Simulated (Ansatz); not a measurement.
Al₁₂W (Im-3, No. 204), treated with r²SCAN-D4 (Ansatz, a program for electronic structure, plane waves, PAW).

Settings: plane-wave cutoff 560 eV, 10×10×10 k mesh, Fermi–Dirac smearing 0.05 eV, no spin polarisation, scalar-relativistic PAW data made under PBE.

Equation-of-state points:

```tsv
V (Å³/atom)	E − E_lowest (meV/atom)
15.648	8.80
15.974	2.11
16.300	0.00
16.626	1.95
16.952	7.47
```

Q: Fit the third-order Birch–Murnaghan equation and give B0 and B′.

A: V0 = 16.300 Å³/atom, B0 = 99.4 GPa, B′ = 5.1 (fit to the energies at full precision).

Spin–orbit coupling is not included.

Static lattice: no zero-point or thermal effects.

Computing time: about 30 core-minutes (a rough figure).
